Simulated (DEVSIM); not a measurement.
Device: Pd/Si3N4/p-Si capacitor, at 300 K.

Layer 1 from the left is Si3N4, thickness (nm) 5.90. Layer 2 from the left is Si, thickness (nm) 400, Na (cm⁻³) 2.1e18.

Metal gate on the left, work function 5.2 eV. Fixed charge at the semiconductor interface 4.2e10 cm⁻² (in units of +e); no interface traps.

Constants are typed, rounded textbook-type inputs, not results; the design itself was drawn at random and stands for no fabricated device. Values at 300 K.

Si3N4: gap (eV) 5.1, affinity (eV) 2.1, permittivity 7.5. Si: gap (eV) 1.124, affinity (eV) 4.05, permittivity 11.7, Nc (cm⁻³) 2.86e19, Nv (cm⁻³) 3.1e19.

Simulated with DEVSIM: 1D Poisson equation in equilibrium, Boltzmann statistics, complete ionisation; no quantum confinement or tunnelling. Metal contacts follow the ideal Schottky-Mott rule: no Fermi-level pinning, no interface dipoles.

Task: What does the simulation give for the flat-band voltage?

Result: flat-band voltage 0.09 V.
